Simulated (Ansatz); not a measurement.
System: GeSe2 (I-42d, No. 122, 6 atoms in the cell; start mp-10074). Method: LDA in Ansatz (plane waves, PAW).

From the output:

```
Relaxation: its limit of steps is 80 (relax.max_steps)
Crystal: 6 atoms, lattice volume = 153.743 Å³
Basis set: ecut = 520 eV, 4147 PW (Γ), exchange–correlation on 96×96×96 points (8 copies of the dense FFT grid, shifted against one another)
Bands: 56, of which v1, the nominal top of the filled ones, is band 46 counted from 1 (45 counted from 0)
Symmetry: 8 space group operations
Space group: I-42d (ITA 122), of the structure as read, at distance tolerance 5.4e-5 Å
k-points: 59 of 512 (time reversal used)
Initial density: superposition of atomic densities (chi_scale 0.1, normalization cell, long waves kept (reshape's long-wave potential 0.02 eV rms))
Functional: x = slater, c = lda
SCF iter   1: F=—  HF=-29966.590387 eV  |F-HF|=—  |Δ(HF+E_count)|=         —  Δρ=3.84e-2  dr2=2.54e0
SCF iter   2: F=—  HF=-29965.902473 eV  |F-HF|=—  |Δ(HF+E_count)|=   6.88e-1  Δρ=1.93e-2  dr2=4.64e-1
  ...
SCF 1 converged in 9 iterations: F = -29965.689095 eV  dr2 = 1.01e-8
Crystal: 6 atoms, lattice volume = 153.743 Å³
Basis set: ecut = 520 eV, 4163 PW (Γ), exchange–correlation on 96×96×96 points (8 copies of the dense FFT grid, shifted against one another)
  ...
SCF 3 converged in 5 iterations: F = -29965.696671 eV  dr2 = 1.33e-8
Crystal: 6 atoms, lattice volume = 153.743 Å³
Basis set: ecut = 520 eV, 4139 PW (Γ), exchange–correlation on 96×96×96 points (8 copies of the dense FFT grid, shifted against one another)
SCF 4 converged in 6 iterations: F = -29965.697531 eV  dr2 = 1.67e-8
Crystal: 6 atoms, lattice volume = 153.743 Å³
Basis set: ecut = 520 eV, 4131 PW (Γ), exchange–correlation on 96×96×96 points (8 copies of the dense FFT grid, shifted against one another)
SCF 5 converged in 6 iterations: F = -29965.697546 eV  dr2 = 1.76e-10
Crystal: 6 atoms, lattice volume = 153.743 Å³
SCF iter   5: F=—  HF=-29965.697560 eV  |F-HF|=—  |Δ(HF+E_count)|=  4.00e-11  Δρ=6.10e-8  dr2=4.52e-12
SCF iter   6: F=-29965.697560 eV  HF=-29965.697560 eV  |F-HF|=1.46e-11  |Δ(HF+E_count)|=  7.28e-12  Δρ=2.66e-8  dr2=1.02e-12
SCF 6 converged in 6 iterations: F = -29965.697560 eV  dr2 = 1.02e-12
SCF converged after 6 iterations
Free energy (F): -29965.697560 eV
Internal energy: -29965.697560 eV  (E = F + TS)
E sigma→0 (E₀):  -29965.697560 eV
Fermi energy:    6.905560 eV
--- Stress (GPa, compression-positive) ---
       -0.337750       0.000000      -0.000000
        0.000000      -0.337750      -0.000000
        0.000000      -0.000000      -0.341390
  P = ⅓ Tr σ = -0.3390 GPa (-3.390 kbar)
```

Task: Write an input file that could have produced this run (the log leaves some choices open).

Result: One answer among several that fit: 
Ansatz 0.2 input:
```yaml
crystal:
  lattice:
    - [-2.7833334836, 2.7833334836, 4.9614018597]
    - [2.7833334836, -2.7833334836, 4.9614018597]
    - [2.7833334836, 2.7833334836, -4.9614018597]
  atoms:
    - { symbol: Ge, position: [0.75, 0.25, 0.5] }
    - { symbol: Ge, position: [0.0, 0.0, 0.0] }
    - { symbol: Se, position: [0.6101608809, 0.625, 0.4851608809] }
    - { symbol: Se, position: [0.375, 0.8601608809, -0.0148391191] }
    - { symbol: Se, position: [0.1398391191, 0.125, 0.5148391191] }
    - { symbol: Se, position: [0.875, 0.3898391191, 1.0148391191] }
basis:
  ecutwfc: 520
  ecutrho_ratio: 4
  xc_grid: 2
kpoints:
  mp_grid: { grid: [8, 8, 8] }
hamiltonian:
  xc: lda
  dispersion: none
  pseudopotentials: { azcp: { folder: ./paw }, kind: paw }
scf:
  occupations: { method: fermi_dirac, width: 0.01 }
output:
  forces: true
  stress: true
  eigenvalues: true
relax:
  f_tol: 0.004
  escape_saddle: false
  max_steps: 80
  cell: { stress_tol: 0.02, fix: [volume] }
```

The cell is one volume of an energy–volume scan, off the minimum.

The PAW data were made under PBE.

Note: the relaxation could not lower the start's symmetry, so the cell can be a saddle point above a distorted one.

A start named mp-… is a Materials Project structure, which need not be a measured phase.

Ansatz is a program for electronic structure.
